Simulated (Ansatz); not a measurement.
**LiSrH3 (model structure, started from the BaLiH3 type, Pm-3m, No. 221, 5 atoms in the cell)**

Computed with r²SCAN+SOC in Ansatz (plane waves, PAW).

Run with plane-wave cutoff 560 eV, 10×10×10 k mesh, Fermi–Dirac smearing 0.01 eV, PAW data made under PBE.

Cell (relaxed with PBEsol):

```xyz
5
Lattice="3.7524 0.0000 0.0000 0.0000 3.7524 0.0000 0.0000 0.0000 3.7524" Properties=species:S:1:pos:R:3 pbc="T T T"
Sr     0.0000     0.0000     0.0000
Li     1.8762     1.8762     1.8762
H      1.8762     0.0000     1.8762
H      0.0000     1.8762     1.8762
H      1.8762     1.8762     0.0000
```

```
Item                                                      Value
-------------------------------------------  ------------------
band gap                                     2.44 eV (indirect)
smallest direct gap on the k points sampled             3.45 eV
Γ–Γ gap                                                 7.49 eV
```

Note: the relaxation could raise the start's symmetry but not lower it, so the cell can be a saddle point; cell and atoms aren't relaxed at this level (pressure 1.6 GPa).

Computed values are for the static lattice.

A model structure was made by putting elements into a prototype or built by hand; it is no filed structure, need not be a known phase, and can be a saddle point held by its symmetry.

Ansatz is a first-principles code.
